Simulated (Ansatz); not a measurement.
Start from Mg2Sn (space group Fm-3m, No. 225; a = 6.664 Å; relaxed with 0.1 eV smearing). Axes: x, y, z lie along the cube axes.

Computed with LDA (Ansatz, a first-principles code), no SOC.

Before the change:

```
Quantity            Value
---------------  --------
Volume per atom  24.66 Å³
```

It is then changed as follows: biaxial strain +0.50 %, plane normal [001], relaxed out of plane (Cartesian); in-plane vectors clamped, the third vector and the atoms free.

Problem. Estimate the effect on the volume per atom.

Solution. The volume per atom goes up by 0.16 Å³ to 24.82 Å³.

Stability against distortions was not tested.
